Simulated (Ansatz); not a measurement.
Functionals compared on Cl on the 1x1 (0001) surface of hcp Ti, one in a 2x2 cell, started at the site 'hollow Ti-Ti-Ti over Ti at depth 2.2 Å', in Ansatz (plane waves, PAW). The structure was relaxed with PBE; the other rows are single points on it, each with its references at the same level. Cutoff 420 eV (500 eV for r2SCAN).

Set-up: 17 atoms, 6.8 Å thick at the start under the adsorbate (thin: gaps and levels are the slab's own); mesh 6x6x1; 0.1 eV smearing; dipole correction on; 8 atoms held, the rest relaxed; start symmetry kept, larger cells not searched; no spin, no spin-orbit, no U, no dispersion correction. At the end it is bonded to 3 Ti. In PBE this state lies 0.09 eV over the lowest of the starts that converged ('hollow Ti-Ti-Ti'). These notes are the PBE run's. Adsorption energies are against ½ Cl2(g). A negative adsorption energy means that the adsorbate is more stable on the surface than in its reference.

```tsv
functional	adsorption energy (eV)	work function of the top face (eV)	change of the work function (eV)	rough cost of the single point
PBE	-3.48	4.17	-0.23	–
RPBE	…	…	…	around 2.3 core-minutes (rough)
r2SCAN	-3.87	4.18	-0.35	roughly 5 core-minutes
```

Fill in the missing entries.


- RPBE, adsorption energy (eV): -3.29
- RPBE, work function of the top face (eV): 4.04
- RPBE, change of the work function (eV): -0.25

Ansatz is a first-principles code.
